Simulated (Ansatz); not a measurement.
The reference is HfO$_{2}$ in the fluorite structure (space group Fm-3m, No. 225; a = 5.098 Å).

Computed with PBE (Ansatz, a first-principles code; PAW; 420 eV plane waves; no spin-orbit coupling).

Base values:

| Quantity | Result |
|---|---|
| Electron mass | 1.2 mₑ along k, 0.74 mₑ across (at X) |

Perturbation: an isotropic linear strain of −0.50 %, atoms relaxed at fixed cell.

Question: Estimate the effect on the mean gap deformation potential ΔEg/Δln V and electron mass.

Answer: The mean gap deformation potential ΔEg/Δln V amounts to -2.5 eV; the electron mass becomes 1.2 mₑ along k, 0.73 mₑ across (at X) (base: 1.2 mₑ along k, 0.74 mₑ across (at X)).

Spin-orbit coupling, missing from the scalar runs, can matter with Hf. Masses are band curvatures over ±0.01 Å⁻¹ around the edge. Along k means along the line from Γ to the band edge. Stability against distortions was not tested. This is not the structure that HfO2 has at room temperature and ambient pressure.
